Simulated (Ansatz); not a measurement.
A self-consistent single point of SrHI (P4mm, 6 atoms in the cell) with Ansatz (a program for electronic structure).

Method: PBEsol, default PAW files made with PBE (plane waves; Ansatz).

The change in words: lattice scaled by 0.98. Reference geometry:
```
CELL_PARAMETERS angstrom
      4.30244     0.00000     0.00000
      0.00000     4.30244     0.00000
      0.00000     0.00000     9.12510
ATOMIC_POSITIONS crystal
  Sr 0.00000 0.50000 0.15016
  Sr 0.50000 0.00000 0.85532
  H  0.50000 0.50000 0.00000
  H  0.00000 0.00000 0.00000
  I  0.00000 0.50000 0.68477
  I  0.50000 0.00000 0.31523
```

Reference input (self-consistent single point, DFT, PBEsol, plane waves, default PAW files made with PBE): basis.ecutwfc = 420 eV; kpoints.mp_grid.grid = 6 6 3; hamiltonian.xc = pbesol; hamiltonian.pseudopotentials = {kind: paw} (the program's default PAW files); scf.occupations.method = fixed. This run's input differs from it in these lines:

```diff
@@ -2,5 +2,5 @@
   lattice:
-    - [4.302439, 0.000000, 0.000000]
-    - [0.000000, 4.302439, 0.000000]
-    - [0.000000, 0.000000, 9.125103]
+    - [4.216390, 0.000000, 0.000000]
+    - [0.000000, 4.216390, 0.000000]
+    - [0.000000, 0.000000, 8.942601]
   atoms:
```

Log, with long lists cut:

```
SCF iter   1: F=—  HF=-21887.515734 eV  |F-HF|=—  |Δ(HF+E_count)|=         —  Δρ=4.40e-3  dr2=3.26e-2  ethr=1.77e-3  ⟨swp⟩=6.6  Hψ=2849  notcnv=0  defer=75
all-band conjugate gradients solve this SCF's bands
preconditioner: auto → Resta (q_TF=auto, 2.293 Å⁻¹)
SCF iter   2: F=—  HF=-21887.509787 eV  |F-HF|=—  |Δ(HF+E_count)|=   5.95e-3  Δρ=1.99e-3  dr2=5.64e-3  ethr=5.83e-5  ⟨swp⟩=3.0  Hψ=1282  notcnv=0  defer=80
SCF iter   3: F=—  HF=-21887.509070 eV  |F-HF|=—  |Δ(HF+E_count)|=   7.16e-4  Δρ=3.34e-4  dr2=2.52e-4  ethr=1.01e-5  ⟨swp⟩=3.0  Hψ=881  notcnv=0  defer=80
SCF iter   4: F=—  HF=-21887.509132 eV  |F-HF|=—  |Δ(HF+E_count)|=   6.21e-5  Δρ=1.23e-4  dr2=1.97e-5  ethr=4.51e-7  ⟨swp⟩=2.7  Hψ=1075  notcnv=0  defer=80
SCF iter   5: F=—  HF=-21887.509151 eV  |F-HF|=—  |Δ(HF+E_count)|=   1.84e-5  Δρ=2.09e-5  dr2=7.64e-7  ethr=3.51e-8  ⟨swp⟩=2.6  Hψ=1072  notcnv=0  defer=80
SCF iter   6: F=-21887.509152 eV  HF=-21887.509152 eV  |F-HF|=8.79e-8  |Δ(HF+E_count)|=   7.57e-7  Δρ=5.96e-6  dr2=6.30e-8  ethr=1.79e-10  ⟨swp⟩=18.6  Hψ=5144  notcnv=0
SCF 1 converged in 6 iterations: F = -21887.509152 eV  dr2 = 6.30e-8
Free energy (F): -21887.509152 eV
Internal energy: -21887.509152 eV  (E = F + TS)
E sigma→0 (E₀):  -21887.509152 eV
Fermi energy:    5.239511 eV
--- Forces (eV/Å), atoms counted from 1 ---
  atom   1  Sr     0.00000000     0.00000000    -0.17601003
  atom   2  Sr    -0.00000000     0.00000000     0.00927137
  atom   3  H     -0.00000000     0.00000000     0.05755742
  atom   4  H      0.00000000     0.00000000     0.05755742
  atom   5  I     -0.00000000     0.00000000    -0.05190359
  atom   6  I      0.00000000     0.00000000     0.10352816
--- Stress (GPa, compression-positive) ---
        0.109616       0.000000       0.000000
        0.000000       0.109616       0.000000
        0.000000       0.000000      -0.269984
  P = ⅓ Tr σ = -0.0169 GPa (-0.169 kbar)
  The stress holds the Pulay correction. Without it, at fixed plane waves, as pw.x and ABINIT print it: P = -0.0496 GPa
```

The run converged in 6 iterations. Against the reference run the free energy drops by 9.0 meV/atom, the pressure goes from -1.64 to -0.02 GPa, the largest force goes from 0.200 to 0.176 eV/Å and the gap on the mesh moves little (3.476 to 3.478 eV).

The starting cell comes from a database of computed structures (which also holds hypothetical and non-ambient phases and stackings), without a prior relaxation at this level. Its lattice was rescaled by up to half a per cent. One atom was moved a little off its site on purpose. For this run, on top of that: lattice scaled by 0.98. Spin-orbit coupling is off. Ansatz's pressure includes its estimate of the finite-basis (Pulay) stress. Another mesh or the band path of this cell gives a smaller gap, so this value is not converged in the mesh.

Keys are those of Ansatz 0.2.
